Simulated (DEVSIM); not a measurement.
Structure: abrupt Si p-n junction, at 300 K.

Layer 1 from the left is Si, thickness (μm) 11.0, Na (cm⁻³) 8.8e16, τn (s) 9.4e-7, τp (s) 9.4e-7. Layer 2 from the left is Si, thickness (μm) 19.0, Nd (cm⁻³) 2.3e16, τn (s) 9.4e-7, τp (s) 9.4e-7.

Left contact: ohmic. Right contact: ohmic. Voltage is applied to the left contact. Recombination: SRH at mid-gap. Mobility is μmin + (μ − μmin)/(1 + (N/Nref)^α).

This is a model device: material constants are rounded textbook-type values typed into the input, and sizes, dopings and lifetimes were drawn at random. Values at 300 K.

Si: gap (eV) 1.124, affinity (eV) 4.05, permittivity 11.7, Nc (cm⁻³) 2.86e19, Nv (cm⁻³) 3.1e19, μn (cm²/Vs) 1417, μp (cm²/Vs) 470, μn,min 52, μp,min 45, Nref,n 9.7e16, Nref,p 2.2e17, αn 0.68, αp 0.72.

Model (solved in DEVSIM): 1D drift-diffusion, Boltzmann statistics, complete ionisation; no tunnelling, impact ionisation, image-force lowering or self-heating.

Dark forward current:

```
|V| (V)  |J| (A/cm²)
-------  -----------
0.05        2.907e-9
0.10        1.051e-8
0.15        3.272e-8
0.20        1.046e-7
0.25        3.764e-7
0.30        1.632e-6
0.35        8.576e-6
0.40        5.169e-5
0.45       0.0003359
0.50        0.002261
0.55         0.01545
0.60          0.1061
0.65          0.7225
0.70           4.632
0.75           23.80
0.80           83.79
0.85           208.0
0.90           407.4
0.95           686.1
1.00            1047
1.05            1492
1.10            2023
```

Task: Work out the local ideality factor n = ΔV / (kT/q · ln(J2/J1)) between the rows 0.15 and 0.20 V, 0.55 and 0.60 V, 1.05 and 1.10 V.

Result: kT/q = 25.85 mV. From 0.15 to 0.20 V: ln(1.046e-7/3.272e-8) = 1.162, n = 1.66. From 0.55 to 0.60 V: ln(0.1061/0.01545) = 1.927, n = 1.00, near the 1 of diffusion or emission over a barrier. From 1.05 to 1.10 V: ln(2023/1492) = 0.304, n = 6.35.

Task: Estimate the current at 0.55 V from the Shockley equation with J0 = Σ q ni² D/(N L) coth(W/L), τ joining the SRH, radiative and Auger lifetimes that are on, and W taken as the whole layer.

Result: ni² = 1.16e20 cm⁻⁶; electrons in the p layer: μ = 757 cm²/Vs, D = 19.6 cm²/s, τ = 9.40e-7 s, L = 42.9 μm, W/L = 0.26, term 3.83e-12 A/cm²; holes in the n layer: μ = 400 cm²/Vs, D = 10.3 cm²/s, τ = 9.40e-7 s, L = 31.2 μm, W/L = 0.61, term 4.92e-12 A/cm². J0 = 8.76e-12 A/cm², and J = J0 exp(qV/kT) = 0.0152 A/cm². The simulation gives 0.0155 A/cm²; the estimate lies 1.4 % below. The estimate leaves out recombination in the depletion region and that region's share of W.
